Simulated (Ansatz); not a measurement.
Consider a periodic stack without vacuum, bcc V (0 0 1) on zinc-blende CuI (0 0 1) (film strained to the substrate, started from cuts of the bulks and a machine-learned relaxation; slabs Cu6I5 and V16, which can lie off the formulas): substrate slab Cu6I5, film V16, surface cells [[1, 0], [1, 1]] and [[-1, 1], [-1, -1]], film strained by +1.4 and +1.4 %, outermost planes Cu/Cu and V/V as cut, which need not be the usual terminations and can put a slab off its formula. Its start:

```xyz
27
Lattice="4.2992 0.0000 -0.0622 0.0000 4.2992 0.0162 -2.6144 1.5555 29.1259" Properties=species:S:1:pos:R:3 pbc="T T T"
Cu    -0.1415     4.3251     3.9656
Cu     1.2801     2.1078     0.3140
Cu    -0.1143     4.3295     9.9842
Cu     2.0256     2.1765     6.9457
Cu     0.6230     3.7561    16.4100
Cu     2.0935     2.1941    12.9250
I     -0.2289     2.1825     2.4453
I     -0.1034     2.1857     8.4787
I      2.0218     4.3314     5.4234
I     -0.0320     2.1139    14.4721
I      2.0562     4.3376    11.4711
V     -1.5187     1.5828    19.2531
V      0.6337     3.7295    19.2056
V     -1.5254     3.7348    17.8316
V      0.6079     1.5885    17.7561
V     -1.4742     1.5900    22.1966
V      0.6751     3.7428    22.1672
V     -1.4987     3.7360    20.7338
V      0.6531     1.5897    20.6917
V     -1.4186     1.5800    25.1397
V      0.7312     3.7313    25.1156
V     -1.4502     3.7429    23.6808
V      0.6991     1.5927    23.6326
V     -1.3529     1.5291    28.0449
V      0.7867     3.6830    28.0440
V     -1.3872     3.7053    26.6441
V      0.7658     1.5548    26.5759
```

The start was prepared with a machine-learned potential, and the result is one local minimum, with the in-plane cell held and forces under 0.04 eV/Å; the film can end far from its bulk form.

Calculation: PBE (plane waves to 420 eV, PAW; Ansatz, a program for electronic structure). No spin–orbit coupling; the runs are not spin-polarised; PBE gaps are too small against experiment. Its k-point mesh 7×7×1, Fermi–Dirac width 0.05 eV.

Problem. Predict the relaxed interface.

Solution. 
* **interface area**: 18.5 Å²
* **period**: 28.62 Å
* **heights between the nearest atoms of the two slabs at the two interfaces**: 1.49 and 1.49 Å
* **Cu–V contacts across the interfaces within 1.22 times the sum of covalent radii**: 10, mean 2.67 Å
* **I–V contacts across the interfaces within 1.22 times the sum of covalent radii**: 2, mean 3.20 Å
* **estimate of the barrier**: withheld, since the Fermi level falls at or inside a band of the host, which a slab this thin can't settle
